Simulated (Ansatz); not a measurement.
Defect migration in wurtzite GaN: interstitial Na, charge state +1. Method: PBE, PAW (plane waves to 420 eV; Ansatz, a first-principles code).

Cell of 72 host sites held at the relaxed PBE lattice; one k-point at (0.125, 0.250, 0.250); Fermi-Dirac width 0.01 eV, spin-restricted; finite-size errors left in. Static, classical nuclei. The charge state is imposed; whether it is stable for some Fermi level was not computed. Sites that were not tried may lie lower.

Barriers: single points on a 2×2×2 k-point mesh shifted by half a step along c at the bands' geometries.

The step: Na moves alone to another site; the atom moves 2.62 Å along (0.00, 0.00, 0.50) of the unit cell; the moving atom starts with neighbours 3 Ga at 2.30, 3 Ga at 2.58; 3 N at 2.14, 3 N at 2.44 Å and ends with 3 Ga at 2.30, 3 Ga at 2.58; 3 N at 2.14, 3 N at 2.44 Å.

### Question
What is the computed migration barrier of this step (PBE, PAW)?

### Answer
232 kJ/mol, the same both ways. At the saddle the moving atom has neighbours 3 Ga at 2.19; 2 N at 2.00, N at 2.00 Å. The saddle point's order was not checked, and it lies on a symmetry element of the cell, where a band can be held.
